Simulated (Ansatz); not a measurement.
Input:

Host crystal: monoclinic ZrO2, with a band gap (PBE, scalar-relativistic without spin-orbit coupling).

End structure of Cl on the 1x1 (100) surface of monoclinic ZrO2 (cut with top plane 2 O), one in a 1x1 cell, started at the site 'over Zr at depth 1.1 Å':

```yaml
crystal:
  lattice:
    - [5.24177, 0.00000, 0.00000]
    - [0.00000, 5.37884, 0.00000]
    - [0.00000, 0.00000, 29.00000]
  atoms:
    - { symbol: O, position: [0.19624, 0.87249, 0.33776] }
    - { symbol: O, position: [0.30376, 0.37249, 0.33776] }
    - { symbol: Zr, position: [0.07348, 0.16444, 0.37438] }
    - { symbol: Zr, position: [0.42652, 0.66444, 0.37438] }
    - { symbol: O, position: [0.74107, 0.90195, 0.40069] }
    - { symbol: O, position: [0.75893, 0.40195, 0.40069] }
    - { symbol: O, position: [0.24260, 0.43749, 0.42438] }
    - { symbol: O, position: [0.25740, 0.93749, 0.42438] }
    - { symbol: Zr, position: [0.55443, 0.17422, 0.45111] }
    - { symbol: Zr, position: [0.94557, 0.67422, 0.45111] }
    - { symbol: O, position: [0.66766, 0.50149, 0.48762] }
    - { symbol: O, position: [0.83234, 0.00149, 0.48762] }
    - { symbol: O, position: [0.16751, 0.67043, 0.51107] }
    - { symbol: O, position: [0.33417, 0.17673, 0.51305] }
    - { symbol: Zr, position: [0.05486, 0.99920, 0.54824] }
    - { symbol: Zr, position: [0.45398, 0.50184, 0.54922] }
    - { symbol: O, position: [0.75501, 0.73743, 0.58136] }
    - { symbol: O, position: [0.76370, 0.23904, 0.57717] }
    - { symbol: O, position: [0.25773, 0.27193, 0.60212] }
    - { symbol: O, position: [0.26881, 0.77466, 0.59310] }
    - { symbol: Zr, position: [0.56516, 0.00357, 0.62763] }
    - { symbol: Zr, position: [0.94771, 0.49960, 0.62970] }
    - { symbol: O, position: [0.74015, 0.26874, 0.66505] }
    - { symbol: O, position: [0.76727, 0.76835, 0.67061] }
    - { symbol: Cl, position: [0.25830, 0.75823, 0.69119] }
```

Slab: 25 atoms, 9.4 Å thick at the start under the adsorbate (thin: gaps and levels are the slab's own); k 4x4x1, smearing 0.01 eV, dipole-corrected; single point; no symmetry held, on the structure that PBE left; spin-polarised, ending with about 1.0 μB a cell; orders that need a larger cell were not tried, no spin-orbit, no U, no dispersion correction. The program's check for a lower electronic state was not made. At the end it is bonded to 2 Zr. In PBE this state lies 0.08 eV over the lowest of the starts that converged ('bridge O-O (span 5.2 Å)').

A negative adsorption energy means that the adsorbate is more stable on the surface than in its reference.

### Question
Give the highest filled level below the top vacuum level at the level r2SCAN, at the PBE geometry and the start's symmetry run with Ansatz (a first-principles code).

### Answer
8.38 eV

### Question
What is the computed gap of the slab on its k-mesh (r2SCAN, at the PBE geometry and the start's symmetry)?

### Answer
0.16 eV

### Question
What is the computed change of the step from the bottom to the top vacuum level, against the clean slab (r2SCAN, at the PBE geometry and the start's symmetry)?

### Answer
0.79 eV

### Question
What is the computed adsorption energy against ½ Cl2(g) at the same level (r2SCAN, at the PBE geometry and the start's symmetry)?

### Answer
0.001 eV
